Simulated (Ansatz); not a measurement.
**A computed series for TiO2: pressure series**

Consider TiO2 in the anatase structure (space group I4_1/amd, No. 141; a = 3.798 Å, c = 9.704 Å).

Cell and atoms are relaxed at each pressure.

All numbers come from PBE in Ansatz (plane waves to 420 eV, PAW, without spin-orbit coupling), earlier PAW set.

| variant | volume per atom | band gap | width of the top valence band |
|---|---|---|---|
| base | 11.67 Å³ | 2.13 eV | 0.84 eV |
| pressure −2 GPa | 11.80 Å³ | 2.14 eV | 0.80 eV |
| pressure −1 GPa | 11.74 Å³ | 2.13 eV | 0.82 eV |
| pressure 1.8 GPa | 11.55 Å³ | 2.12 eV | 0.86 eV |
| pressure 4.2 GPa | 11.40 Å³ | 2.11 eV | 0.87 eV |
| pressure 9 GPa | 11.11 Å³ | 2.07 eV | 0.90 eV |
| pressure 18 GPa | 10.62 Å³ | 1.97 eV | 1.03 eV |
| pressure 30 GPa | 10.06 Å³ | 1.82 eV | 1.16 eV |

Load acts through the strain it causes; cell and atoms are relaxed under it. No phonon test of stability was made. Competing high-pressure phases were not computed. All final runs are without spin polarisation.

Ansatz is a quantum-chemistry and plane-wave program.
